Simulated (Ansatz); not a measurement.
Band structure of Lu3TlC (Pm-3m, 5 atoms in the cell).

```xyz
5
Lattice="4.7461 0.0000 0.0000 0.0000 4.7461 0.0000 0.0000 0.0000 4.7461" Properties=species:S:1:pos:R:3 pbc="T T T"
Lu     2.3730     0.0000     2.3730
Lu     0.0000     2.3730     2.3730
Lu     2.3730     2.3730     0.0000
Tl     0.0000     0.0000     0.0000
C      2.3730     2.3730     2.3730
```

Computed with PBEsol, PAW files made with PBE (plane waves; Ansatz, an electronic-structure program).

Settings: kpoints.mp_grid.grid = 5 5 5; hamiltonian.xc = pbesol; hamiltonian.pseudopotentials = {kind: paw} (the program's default PAW files); scf.occupations.method = gaussian; scf.occupations.width = 0.136 eV; kpoints.band_path.npoints = 8.

The starting cell comes from a database of computed structures (which also holds hypothetical and non-ambient phases and stackings), without a prior relaxation at this level. Spin-orbit coupling is off.

Levels in eV from the Fermi level, bands 43 to 50:
| point | 43 | 44 | 45 | 46 | 47 | 48 | 49 | 50 |
|---|---|---|---|---|---|---|---|---|
| Γ | -0.60 | -0.41 | -0.41 | 0.17 | 0.17 | 0.17 | 2.25 | 2.25 |
| X | -1.04 | -1.04 | -0.44 | -0.44 | 0.50 | 1.19 | 2.23 | 3.08 |
| M | -1.70 | -1.27 | -1.27 | -0.59 | 1.81 | 2.02 | 2.02 | 2.16 |
| R | -3.97 | -0.64 | -0.64 | -0.64 | 1.69 | 1.69 | 1.69 | 2.43 |

Bands cross the Fermi level along this path, so the cell is metallic at this level.

Keys are those of Ansatz 0.2.
